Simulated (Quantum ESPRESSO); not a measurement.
Troubleshooting Quantum ESPRESSO: a failed run on FeP₂ (Pnnm, 6 atoms in the cell). The aim is a self-consistent single point with DFT, LDA (PZ), plane waves, PSlibrary ultrasoft (LDA) pseudopotentials.

Cell that was meant: a = 4.9182 Å, b = 5.6270 Å, c = 2.7154 Å, α = 90.00°, β = 90.00°, γ = 90.00°.

Part of the input:

```fortran
/
ATOMIC_SPECIES
Fe    55.8450  Fe.pz-n-rrkjus_psl.1.0.0.UPF
P     30.9738  P.pz-n-rrkjus_psl.1.0.0
CELL_PARAMETERS angstrom
   4.9182200000     0.0000000000     0.0000000000
   0.0000000000     5.6270300000     0.0000000000
```

The program printed (abridged):

```
 %%%%%%%%%%%%%%%%%%%%%%%%%%%%%%%%%%%%%%%%%%%%%%%%%%%%%%%%%%%%%%%%%%%%%%%%%%%%%%
     Error in routine readpp (1):
     file ./P.pz-n-rrkjus_psl.1.0.0 not found
 %%%%%%%%%%%%%%%%%%%%%%%%%%%%%%%%%%%%%%%%%%%%%%%%%%%%%%%%%%%%%%%%%%%%%%%%%%%%%%

     stopping ...
```

### Question
From the messages shown, name the fault and mend the input.

### Answer
The fault is a potential or basis that cannot be found. The input names a file or set that is not where the program looks, or that does not exist under that name. To fix it, correct the name or place the file. The program stopped before any SCF iteration.

The sound input it was made from differs as follows (other fixes are possible):
```diff
-P     30.9738  P.pz-n-rrkjus_psl.1.0.0
+P     30.9738  P.pz-n-rrkjus_psl.1.0.0.UPF
```

With that input, the run converged in 22 iterations: free energy E − TS -2430.9728 eV; top of the valence band (on the code's own zero) 11.60 eV; gap on the k-point mesh 0.39 eV; pressure -6.62 GPa; largest force (vector length) 0.305 eV/Å (DFT, LDA (PZ), plane waves, PSlibrary ultrasoft (LDA) pseudopotentials).

On the sound input: the starting cell comes from a database of computed structures (which also holds hypothetical and non-ambient phases and stackings), without a prior relaxation at this level. With a pressure of about -7 GPa the cell is away from its equilibrium volume at this level.
